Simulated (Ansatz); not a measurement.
A self-consistent single point of InSe (R3m, 4 atoms in the cell) with Ansatz (an electronic-structure program).

Method of the run: PBEsol, harder PAW files (source: ansatz) made with PBE (plane waves; Ansatz).

```
CELL_PARAMETERS angstrom
      2.01323     1.16234     8.56548
     -2.01323     1.16234     8.56548
      0.00000    -2.32468     8.56548
ATOMIC_POSITIONS crystal
  In 0.11230 0.11230 0.11230
  In 0.00183 0.00183 0.00183
  Se 0.61971 0.61971 0.61971
  Se 0.82581 0.82581 0.82581
```

Reference input (self-consistent single point, DFT, PBEsol, plane waves, default PAW files made with PBE): basis.ecutwfc = 420 eV; kpoints.mp_grid.grid = 5 5 5; hamiltonian.xc = pbesol; hamiltonian.pseudopotentials = {kind: paw} (the program's default PAW files); scf.occupations.method = fixed. This run's input differs from it in these lines:

Ansatz 0.2 input:
```diff
@@ -11,3 +11,3 @@
 basis:
-  ecutwfc: 420.0
+  ecutwfc: 1420.0
 kpoints:
@@ -19,2 +19,3 @@
     kind: paw
+    source: ansatz
 scf:
```

Output, abridged:

```
SCF iter   1: F=—  HF=-28644.702270 eV  |F-HF|=—  |Δ(HF+E_count)|=         —  Δρ=7.41e-2  dr2=2.71e1  ethr=3.10e-3  ⟨swp⟩=5.0  Hψ=2578  notcnv=0  defer=114
all-band conjugate gradients solve this SCF's bands
preconditioner: auto → Resta (q_TF=auto, 2.516 Å⁻¹)
SCF iter   2: F=—  HF=-28640.207712 eV  |F-HF|=—  |Δ(HF+E_count)|=    4.49e0  Δρ=2.52e-2  dr2=1.47e0  ethr=3.10e-3  ⟨swp⟩=4.4  Hψ=2440  notcnv=0  defer=110
   [... lines left out ...]
SCF iter   7: F=—  HF=-28639.856898 eV  |F-HF|=—  |Δ(HF+E_count)|=   1.52e-4  Δρ=8.43e-5  dr2=2.46e-5  ethr=1.71e-7  ⟨swp⟩=2.0  Hψ=1293  notcnv=0  defer=106
SCF iter   8: F=—  HF=-28639.856929 eV  |F-HF|=—  |Δ(HF+E_count)|=   3.11e-5  Δρ=3.52e-5  dr2=3.48e-6  ethr=3.33e-8  ⟨swp⟩=2.0  Hψ=1394  notcnv=0  defer=51
SCF iter   9: F=—  HF=-28639.856930 eV  |F-HF|=—  |Δ(HF+E_count)|=   1.35e-6  Δρ=1.11e-5  dr2=1.77e-7  ethr=4.71e-9  ⟨swp⟩=2.0  Hψ=1363  notcnv=0  defer=50
SCF iter  10: F=-28639.856931 eV  HF=-28639.856931 eV  |F-HF|=2.77e-8  |Δ(HF+E_count)|=   4.33e-7  Δρ=2.60e-6  dr2=1.18e-8  ethr=1.35e-10  ⟨swp⟩=12.9  Hψ=4228  notcnv=0
SCF 1 converged in 10 iterations: F = -28639.856931 eV  dr2 = 1.18e-8
Free energy (F): -28639.856931 eV
Internal energy: -28639.856931 eV  (E = F + TS)
E sigma→0 (E₀):  -28639.856931 eV
Fermi energy:    7.704461 eV
--- Forces (eV/Å), atoms counted from 1 ---
  atom   1  In     0.00000000    -0.00000000    -0.64107176
  atom   2  In     0.00000000    -0.00000000     0.34246208
  atom   3  Se     0.00000000     0.00000000    -0.10546595
  atom   4  Se     0.00000000     0.00000000     0.40407296
--- Stress (GPa, compression-positive) ---
        0.532983       0.000000       0.000000
        0.000000       0.532983       0.000000
        0.000000       0.000000      -0.441571
  P = ⅓ Tr σ = 0.2081 GPa (2.081 kbar)
  The stress holds the Pulay correction. Without it, at fixed plane waves, as pw.x and ABINIT print it: P = 0.2072 GPa
```

The run converged in 10 iterations. Against the reference run the pressure moves little (0.20 to 0.21 GPa), the largest force stays at 0.641 eV/Å and the gap on the mesh stays at 0.828 eV.

The starting cell comes from a database of computed structures (which also holds hypothetical and non-ambient phases and stackings), without a prior relaxation at this level. Its lattice was rescaled by up to half a per cent. One atom was moved a little off its site on purpose. Ansatz's pressure includes its estimate of the finite-basis (Pulay) stress.

Cost on one core of a shared machine: roughly 60 s.
